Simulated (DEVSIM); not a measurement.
Device: Schottky contact on n-type InP, at 300 K.

Layer 1 from the left is InP, thickness (μm) 11.0, Nd (cm⁻³) 8.5e16, τn (s) 3.4e-8, τp (s) 3.4e-8.

Left contact: Schottky, work function 5.07 eV, emission velocity 1.1e7 cm/s. Right contact: ohmic. Voltage is applied to the left contact. Recombination: SRH at mid-gap, Auger. Mobility is constant in doping.

Constants are typed, rounded textbook-type inputs, not results; the design itself was drawn at random and stands for no fabricated device. Values at 300 K.

InP: gap (eV) 1.344, affinity (eV) 4.38, permittivity 12.5, Nc (cm⁻³) 5.7e17, Nv (cm⁻³) 1.1e19, μn (cm²/Vs) 5200, μp (cm²/Vs) 170, Cn (cm⁶/s) 9e-31, Cp (cm⁶/s) 9e-31.

Problem. Estimate by hand the built-in potential, the peak field at zero bias, the capacitance at -1.5 V, and compare with a numerical solution.

Solution. 
- Built-in potential: barrier φB = 0.690 eV; Vbi = φB − kT/q ln(N_band/N) = 0.641 V; numerical 0.641 V.
- Peak field at zero bias: depletion approximation: W = √(2εVbi/(qN)) = 0.102 μm with N = 8.50e16 cm⁻³; field = 2Vbi/W = 126000 V/cm; numerical 122000 V/cm (estimate above by 2.6 %).
- Capacitance at -1.5 V: C = √(qεN / 2(Vbi + |V|)) = 59.3 nF/cm²; numerical 59.7 nF/cm² (estimate below by 0.60 %).

DEVSIM, 1D drift-diffusion, Boltzmann statistics, complete ionisation; no tunnelling, impact ionisation, image-force lowering or self-heating. Metal contacts follow the ideal Schottky-Mott rule: no Fermi-level pinning, no interface dipoles.
